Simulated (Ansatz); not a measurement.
Base system: CdS in the zinc blende structure (space group F-43m, No. 216; a = 5.824 Å).

Computed with PBEsol (Ansatz, an electronic-structure program), spin-orbit coupling left out.

Base values:

* **Hole mass**: 0.12, 0.75, 0.75 mₑ (at Γ)
* **Band gap**: 1.01 eV

The change: every lattice vector is stretched by 1.00 %, atoms relaxed at fixed cell.

Question: Estimate the effect on the hole mass and band gap.

Answer: The hole mass (degenerate bands, along [100]) becomes 0.11, 0.78, 0.78 mₑ (at Γ) (base: 0.12, 0.75, 0.75 mₑ (at Γ)); the band gap drops by 0.06 eV to 0.95 eV.

The cells carry an imposed strain or load. Masses are band curvatures over ±0.01 Å⁻¹ around the edge. Stability against distortions was not tested.
